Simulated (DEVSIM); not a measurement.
Ge n-i-p diode

Device: Ge n-i-p diode, at 250 K.

| layer (left to right) | material | thickness (μm) | Nd (cm⁻³) | Na (cm⁻³) | τn (s) | τp (s) |
|---|---|---|---|---|---|---|
| 1 | Ge | 0.490 | 1.5e17 | - | 0.00029 | 0.00029 |
| 2 | Ge | 1.60 | - | 5.4e11 | 0.00029 | 0.00029 |
| 3 | Ge | 0.410 | - | 2.2e17 | 0.00029 | 0.00029 |

Left contact: ohmic. Right contact: ohmic. Voltage is applied to the left contact. Recombination: SRH at mid-gap. Mobility is μmin + (μ − μmin)/(1 + (N/Nref)^α).

The device is made up for the run: typed textbook-type constants, with dimensions and the other settings drawn at random. Values at 300 K; Nc and Nv go as T^1.5, mobilities as T to minus their exponent, the gap by Varshni's rule with the affinity fixed.

```
parameter               Ge
----------------  --------
gap (eV)             0.664
affinity (eV)            4
permittivity            16
Nc (cm⁻³)          1.04e19
Nv (cm⁻³)             6e18
μn (cm²/Vs)           3900
μp (cm²/Vs)           1900
μn,min                 150
μp,min                 100
Nref,n              2.6e17
Nref,p                4e17
αn                    0.56
αp                     0.6
T exponent of μn      1.66
T exponent of μp      2.33
Varshni α (eV/K)  0.000477
Varshni β (K)          235
```

DEVSIM, 1D drift-diffusion, Boltzmann statistics, complete ionisation; no tunnelling, impact ionisation, image-force lowering or self-heating.

- Potential step across the device at zero bias: 0.532 V
- Dark forward voltage at 1 A/cm²: 0.293 V
- Dark forward voltage at 100 A/cm²: 0.394 V

Small-signal capacitance in reverse bias (quasi-static):

```json
[
 {"V (V)": "0.04", "C (nF/cm²)": "10.8"},
 {"V (V)": "0.1", "C (nF/cm²)": "10.4"},
 {"V (V)": "0.2", "C (nF/cm²)": "10.0"},
 {"V (V)": "0.3", "C (nF/cm²)": "9.75"},
 {"V (V)": "0.4", "C (nF/cm²)": "9.58"},
 {"V (V)": "0.6", "C (nF/cm²)": "9.36"},
 {"V (V)": "0.8", "C (nF/cm²)": "9.22"},
 {"V (V)": "1", "C (nF/cm²)": "9.12"},
 {"V (V)": "1.3", "C (nF/cm²)": "9.02"},
 {"V (V)": "1.6", "C (nF/cm²)": "8.95"},
 {"V (V)": "2", "C (nF/cm²)": "8.89"}
]
```

Dark reverse current:

```json
[
 {"V (V)": "0.04", "J (A/cm²)": "1.1e-6"},
 {"V (V)": "0.10", "J (A/cm²)": "1.2e-6"},
 {"V (V)": "0.20", "J (A/cm²)": "1.3e-6"},
 {"V (V)": "0.30", "J (A/cm²)": "1.3e-6"},
 {"V (V)": "0.40", "J (A/cm²)": "1.3e-6"},
 {"V (V)": "0.60", "J (A/cm²)": "1.3e-6"},
 {"V (V)": "0.80", "J (A/cm²)": "1.3e-6"},
 {"V (V)": "1.00", "J (A/cm²)": "1.3e-6"},
 {"V (V)": "1.30", "J (A/cm²)": "1.3e-6"},
 {"V (V)": "1.60", "J (A/cm²)": "1.3e-6"},
 {"V (V)": "2.00", "J (A/cm²)": "1.3e-6"}
]
```
